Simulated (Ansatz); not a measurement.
```
PbSe
1.0
    0.00000     3.15869     3.15869
    3.15869     0.00000     3.15869
    3.15869     3.15869     0.00000
Se Pb
1 1
Direct
  0.00000   0.00000   0.00000
  0.50000   0.50000   0.50000
```

No spin polarisation.

Computed with PBE in Ansatz (plane waves to 420 eV, PAW, no spin-orbit coupling). Settings: 9×9×9 k-points, 0.05 eV Fermi–Dirac smearing.

**Question.** Predict the gap character and band gap.

**Answer.** The gap character comes out as direct at L and the band gap is 0.56 eV.

Spin-orbit coupling, missing from the scalar runs, can matter with Pb. Load acts through the strain it causes; cell and atoms are relaxed under it. Stability against distortions was not tested. The cell was made from PbSe in the rock salt structure (space group Fm-3m, No. 225) by this change: pressure −2 GPa.

Ansatz is an electronic-structure program.
